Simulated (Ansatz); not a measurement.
Start from Ru in the hcp (Mg type) structure (space group P6_3/mmc, No. 194; a = 2.691 Å, c = 4.249 Å; relaxed with 0.1 eV smearing). Axes: x lies along a and z along c of the hexagonal cell.

All numbers come from Ansatz (an electronic-structure program), PBEsol, PAW, cutoff 420 eV, scalar-relativistic without spin-orbit coupling.

Strains are applied to the cell and any free atomic positions relax.

One change was made to it. Results:

The energy rises by 2.9 meV/atom; the shortest interatomic distance goes up by 0.032 bohr, from 4.974 bohr to 5.006 bohr.

Q: Which change produced these results?
A. uniaxial strain ε_zz = −1.50 %
B. uniaxial strain ε_zz = +1.00 %
C. uniaxial strain ε_zz = −2.50 %
D. uniaxial strain ε_zz = +1.50 %
E. uniaxial strain ε_zz = −0.50 %

A: B, uniaxial strain ε_zz = +1.00 %. For comparison, the energy relative to the base in the other runs: uniaxial strain ε_zz = −0.50 % gives +0.7 meV/atom; uniaxial strain ε_zz = +1.50 % gives +6.4 meV/atom; uniaxial strain ε_zz = −1.50 % gives +6.9 meV/atom; uniaxial strain ε_zz = −2.50 % gives +20 meV/atom.

No phonon test of stability was made. All final runs are without spin polarisation.
